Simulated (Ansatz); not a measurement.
The parent structure is TiO₂ in the anatase structure (space group I4_1/amd, No. 141; a = 3.7393 Å, c = 9.4551 Å). Axes: x, y, z lie along a, b, c of the conventional cell.

Computed with DFT with LDA, PAW potentials and a 420 eV plane-wave cutoff in Ansatz (a first-principles code), spin-orbit coupling left out.

Strains are applied to the cell and any free atomic positions relax.

One change was made to it. Results:

| quantity | base | after |
|---|---|---|
| energy relative to the base (free energy F) | 0 meV/atom | +4.1 meV/atom |
| pressure (mean of the normal stresses, compression positive) | 0.00 GPa | -3.96 GPa |

Problem. Name the change that was made.
A) uniaxial strain ε_xx = +2.40 %
B) uniaxial strain ε_xx = +0.60 %
C) uniaxial strain ε_xx = +1.80 %
D) uniaxial strain ε_xx = +3.00 %

Solution. C, uniaxial strain ε_xx = +1.80 %. For comparison, the energy relative to the base in the other runs: uniaxial strain ε_xx = +0.60 % gives +0.5 meV/atom; uniaxial strain ε_xx = +2.40 % gives +7.2 meV/atom; uniaxial strain ε_xx = +3.00 % gives +11 meV/atom.

Stability against distortions was not tested. All final runs are without spin polarisation.
